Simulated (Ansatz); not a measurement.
Consider the following.

End structure of a constructed model of the (111) surface of fcc Ir, a pseudomorphic layer of Rh in the host's stacking (bottom of the slab: a bare face, its two planes held):

```xyz
7
Lattice="2.7372 0.0000 0.0000 -1.3686 2.3705 0.0000 0.0000 0.0000 30.0000" Properties=species:S:1:pos:R:3 pbc="T T T"
Ir     0.0000     1.5803     8.1672
Ir     1.3686     0.7902    10.4021
Ir     0.0000     0.0000    12.6138
Ir     0.0000     1.5803    14.8557
Ir     1.3686     0.7902    17.1011
Ir     0.0000     0.0000    19.3125
Rh     0.0000     1.5803    21.4882
```

Slab: 7 atoms, 13.7 Å thick at the start with caps and adatoms (thin: gaps and levels are the slab's own); k 16x16x1, smearing 0.1 eV, dipole-corrected; 2 atoms held, the rest relaxed; held to the start's symmetry, so lower structures may exist; no spin, no spin-orbit, no U. In PBE it is, or lies within 0.01 eV a 1x1 cell of, the lowest of the 2 structures of its composition computed so far; subsurface sites and larger cells were not tried.

Task: Predict the work function of the top face from PBE run with Ansatz (a first-principles code).

Result: 5.07 eV
